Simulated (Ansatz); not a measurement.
## A computed series for C: pressure series

Take C in the diamond structure (space group Fd-3m, No. 227; a = 3.554 Å) as the base.

Cell and atoms are relaxed at each pressure.

The values are results of PBEsol, PAW, 420 eV (Ansatz, an electronic-structure program; scalar-relativistic without spin-orbit coupling), not measurements.

Candidates:
(a) pressure 75 GPa
(b) pressure 15 GPa
(c) pressure 7 GPa
(d) pressure 3 GPa
(e) pressure 30 GPa

For the base:

| Quantity | Result |
|---|---|
| Smallest direct gap | 5.57 eV |

Task: Order them by smallest direct gap, lowest first.

Result: (d) pressure 3 GPa (5.59 eV), (c) pressure 7 GPa (5.61 eV), (b) pressure 15 GPa (5.66 eV), (e) pressure 30 GPa (5.74 eV), (a) pressure 75 GPa (5.94 eV)

Load acts through the strain it causes; cell and atoms are relaxed under it. No phonon test of stability was made. No other phases were tried under pressure.
